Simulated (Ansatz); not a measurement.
The starting structures come from a database of crystals and need not be the phases stable at ambient conditions.

```yaml
crystal:
  lattice:
    - [3.39929, 0.00000, 0.00000]
    - [-1.69965, 2.94387, 0.00000]
    - [0.00000, 0.00000, 5.55161]
  atoms:
    - { symbol: In, position: [0.00000, 0.00000, 0.99840] }
    - { symbol: Ga, position: [0.66667, 0.33333, 0.49536] }
    - { symbol: N, position: [0.66667, 0.33333, 0.14562] }
    - { symbol: N, position: [0.00000, 0.00000, 0.60222] }
```

Space group of this cell: P3m1. The cell is taken as given; by r2SCAN its mean pressure is -4.8 GPa.

Transport runs along the normal of the first two printed cell vectors, the (001) plane of the conventional cell.

The gap is the functional's own. No spin-orbit coupling. Mid-gap values are interpolated on the energy grid.

Problem. Predict the band gap and the smallest decay constant κ at mid-gap from r2SCAN run with Ansatz (a quantum-chemistry and plane-wave program).

Solution. Gap 0.54 eV on a 12×12×6 mesh; κ = 0.060 1/Å, at the zone centre.
